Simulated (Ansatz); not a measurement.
We consider Ge₂Sb₂Te₅ (Cm, No. 8, 9 atoms in the cell; start mp-1224407), described by PBE-D3(BJ) (Ansatz, a first-principles code, plane waves, PAW).

Numerical settings: plane-wave cutoff 520 eV, 8×8×6 k mesh (along the axes of the cell as run), Fermi–Dirac smearing 0.01 eV, scalar-relativistic PAW data made under PBE.

Cell (relaxed at this level):

Space group Cm (No. 8); a = 13.3699 Å, b = 6.0227 Å, c = 9.4432 Å, α = γ = 90.00°, β = 134.54°

```tsv
atom	site	symmetry	x	y	z
Ge	2a	m	0.4856	0.0000	0.9803
Ge	2a	m	0.0844	0.0000	0.3630
Sb	2a	m	0.1857	0.5000	0.7983
Sb	2a	m	0.3150	0.0000	0.2085
Te	2a	m	0.3106	0.5000	0.2252
Te	2a	m	0.3980	0.0000	0.6105
Te	2a	m	0.0025	0.0000	0.0012
Te	2a	m	0.1135	0.5000	0.4104
Te	2a	m	0.2049	0.0000	0.8029
```
(The calculation used a cell of 9 atoms; values per cell refer to that cell.)

Problem. Estimate the band gap and direct gap at Γ that the calculation returns.

Solution. 
* **band gap**: 0.05 eV (on the SCF k mesh)
* **direct gap at Γ**: 1.44 eV

Note: a distance lies near a switch of the dispersion term, which can move the cell; the relaxation could not lower the start's symmetry, so the cell can be a saddle point above a distorted one.

Spin–orbit coupling is not included; it can close the smallest gap of 0.05 eV.

Static lattice: no zero-point or thermal effects.

A start named mp-… is a Materials Project structure, which need not be a measured phase.
